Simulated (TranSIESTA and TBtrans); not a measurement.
Run with TranSIESTA and TBtrans (open boundaries, self-consistent; PseudoDojo norm-conserving potentials, scalar-relativistic): PAO.BasisSize DZP, PAO.EnergyShift 0.15 eV, XC.Authors PBE, Mesh.Cutoff 200 Ry, ElectronicTemperature 300 K, TS.Voltage 0.0 eV, TBT.Elecs.Eta 0.001 eV, no spin polarisation.

Device: Sn chain with a F atom beside one bond. Leads: straight Sn chain, spacing 2.75 Å. Geometry: 3 atoms about the centre moved by SIESTA (PBE, DZP) to a largest force of 0.04 eV/Å, all others as built.

Task: Give the largest eigenchannel transmissions at the Fermi level (four at most) and the total.

Result: 1.00, 0.88, 0.17; total 2.05. The straight chain is held at its spacing; free chains may zigzag or dimerise. No spin-polarised start was tried, so a magnetic state, if there is one, is missed.
